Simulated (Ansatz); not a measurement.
The parent structure is MgSe in the rock salt structure (space group Fm-3m, No. 225; a = 5.472 Å). Axes: x, y, z lie along the cube axes.

The values are results of r2SCAN in Ansatz (plane waves to 500 eV, PAW, spin-orbit coupling left out), not measurements.

Before the change:

The valley order is X along ⟨100⟩ 2.48 eV; Γ 3.44 eV.

Now apply this change: compressive biaxial strain of 0.50 % in the plane normal to [001], as in epitaxy on a mismatched substrate; the out-of-plane cell vector and the atoms relax.

**Question.** How does this affect the out-of-plane strain and valley order?

**Answer.** The out-of-plane strain comes out as +0.28 %; the valley order (the lowest conduction-band minima on the path, energy above the VBM, named in the base's zone) goes from X along ⟨100⟩ 2.48 eV; Γ 3.44 eV to X along [100] 2.45 eV; X along [001] 2.49 eV; Γ 3.46 eV.

The levels and masses belong to the bands next to the band gap. Stability against distortions was not tested.

Ansatz is a quantum-chemistry and plane-wave program.
